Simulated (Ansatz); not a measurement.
Al on the 1x1 (0001) surface of corundum (cut with top plane Al), one in a 1x1 cell, energies for each (20.0 Å²). Energies are against an atom of fcc Al, without zero-point or thermal terms; each row is named by its start (#2, #3: further inequivalent places of a kind).

Host crystal: corundum, with a band gap (PBE, scalar-relativistic without spin-orbit coupling).

These are PBE (plane waves to 420 eV, PAW; Ansatz, an electronic-structure program) values and carry that method's errors.

Set-up: 21 atoms, 6.7 Å thick at the start under the adsorbate (thin: gaps and levels are the slab's own); mesh 6x6x1; 0.01 eV smearing; dipole correction on; 9 atoms held, the rest relaxed; each run with such symmetry as its start has; spin-polarised, no spin-orbit, no U, no dispersion correction.

A negative adsorption energy means that the adsorbate is more stable on the surface than in its reference. Starts that drift may end in the same place. Heights count from the host atoms within 0.3 Å of the top one. Moments of ungapped slabs depend on the mesh.

| starting site | E_ads (eV) | height (Å) | nearest host atom (Å) | bonded to | change of the vacuum step (eV) | lateral drift (Å) | moment (μB) |
|---|---|---|---|---|---|---|---|
| top Al | 2.72 | 3.05 | Al 2.88 | Al | -1.14 | 0.0 | 1.0 |
| top O | 1.01 | 0.58 | O 2.05 | Al + 3 O | 2.02 | 1.5 | 0.1 |
| over Al at depth 1.0 Å | 1.66 | 1.01 | O 2.29 | Al | (withheld) | 0.0 | 0.1 |
| over Al at depth 1.2 Å | 1.01 | 0.59 | O 2.06 | Al + 3 O | 2.02 | 0.0 | 0.1 |
| hollow Al-O-O-O over O at depth 2.3 Å | 1.01 | 0.59 | O 2.05 | Al + 3 O | 2.01 | 1.6 | 0.1 |
| hollow Al-O-O-O over O at depth 2.3 Å #2 | 1.01 | 0.59 | O 2.05 | Al + 3 O | 2.02 | 1.7 | 0.1 |
| bridge O-O (span 2.6 Å) | 1.01 | 0.60 | O 2.06 | Al + 3 O | 2.00 | 0.8 | 0.1 |

**Question.** Some entries are withheld; supply them.

**Answer.** 
- over Al at depth 1.0 Å, change of the vacuum step (eV): 1.23
